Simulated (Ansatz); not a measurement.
The reference is Cu3N (space group Pm-3m, No. 221; a = 3.827 Å). Axes: x, y, z lie along the cube axes.

All numbers come from PBE (Ansatz, an electronic-structure program, PAW, no spin-orbit coupling).

The change: the cell is scaled by 1.0096 in all directions; the atoms relax in the strained cell.

### Question
Predict the stress tensor and what it implies for the stiffness.

### Answer
Stress of the strained cell less that of the base (GPa, compression positive):
```
  -3.11    0.00    0.00
   0.00   -3.11    0.00
   0.00    0.00   -3.11
```

Then B = −ΔP/(ΔV/V₀) with ΔV/V₀ = 0.0291 gives secant stiffness values (nonlinear terms included at this strain): B ≈ 107 GPa.

As a check, the harmonic strain energy −½ V₀ Δσ:ε is 3.9 meV/atom; the computed energy rise is 4.1 meV/atom.

No phonon test of stability was made. The final runs are not spin-polarised.
